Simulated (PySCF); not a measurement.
PySCF 2.14.0, unrestricted PBE/def2-svp, df: Ni(Cl)(OMe) (C[O][Ni][Cl]), charge 0, multiplicity 3, 7 atoms. The geometry is a generated start, not checked to be a minimum at this level.

```
Property                       Value
-------------------  ---------------
task                          energy
method                           pbe
basis                       def2-svp
two-electron scheme  density fitting
mol.max_memory              16000 MB
mf.max_cycle                     100
mf.init_guess        minao (default)
mf.conv_tol          1e-09 (default)
mf.grids.level           3 (default)
basis functions                   92
grid points                    97144
```

Settings of this run: mf.DIIS = ADIIS, mf.diis_space = 8, mf.level_shift = 0, mf.damp = 0, mf.diis_start_cycle = 1, mf.diis = true, newton = off; 16 threads, 1 BLAS thread.

| cycle | E (Hartree) | norm of g | norm of ddm |
|---|---|---|---|
| 1 | -2051.86879810584 | 4.46 | 18.2 |
| 2 | -2014.41139630263 | 5.47 | 21.2 |
| 3 | -2075.59039614028 | 3.69 | 10.2 |
| 4 | -2070.66550990597 | 3.48 | 4.86 |
| 5 | -2082.41180130393 | 0.724 | 4 |
| 6 | -2081.21203125812 | 1.86 | 2.04 |
| 7 | -2081.88042456503 | 1.31 | 1.86 |
| 8 | -2082.64429080725 | 0.414 | 1.89 |
| 9 | -2082.37655526813 | 0.988 | 0.832 |
| 10 | -2082.66970981365 | 0.277 | 0.5 |
| 11 | -2082.68260774846 | 0.18 | 0.318 |
| 12 | -2082.68151751673 | 0.201 | 0.259 |
| 13 | -2082.69432556697 | 0.0796 | 0.165 |
| 14 | -2082.68834482457 | 0.154 | 0.154 |
| … | … | … | … |
| 32 | -2082.69682282611 | 0.00029 | 0.000748 |
| 33 | -2082.69682276327 | 0.000616 | 0.000988 |
| 34 | -2082.6968228098 | 0.000489 | 0.000776 |
| 35 | -2082.69682283206 | 0.000462 | 0.000979 |
| 36 | -2082.69682290418 | 0.000332 | 0.000625 |
| 37 | -2082.69682264916 | 0.000957 | 0.000977 |
| 38 | -2082.69682294663 | 0.000236 | 0.000606 |
| 39 | -2082.696822878 | 0.000479 | 0.000824 |
| … | … | … | … |
| 55 | -2082.69682306201 | 0.000158 | 0.00018 |
| 56 | -2082.69682307086 | 7.57e-05 | 0.000235 |
| 57 | -2082.69682307322 | 5.04e-05 | 0.000144 |
| 58 | -2082.69682307454 | 5.34e-05 | 0.000167 |
| 59 | -2082.69682307322 | 9.31e-05 | 0.000111 |
| 60 | -2082.69682307664 | 3.22e-05 | 0.000106 |
| 61 | -2082.69682307786 | 1.52e-05 | 0.000112 |
| 62 | -2082.69682307839 | 1.98e-05 | 7.37e-05 |

It converged after 64 Fock builds (products with the orbital Hessian counted alike).

**Question.** Which change of one setting makes this cycle converge in far fewer steps?

**Answer.** This is not unique; one that fits is mf.DIIS = CDIIS (default) (32 Fock builds (products with the orbital Hessian counted alike)), all else kept; it takes 4.3 s against 8.7 s on an otherwise empty node (Arm Neoverse V2). The other changes of this size gave: mf.DIIS = EDIIS (not converged). The change moves the result by: energy under 0.001 meV/atom, <S²> equal as printed.
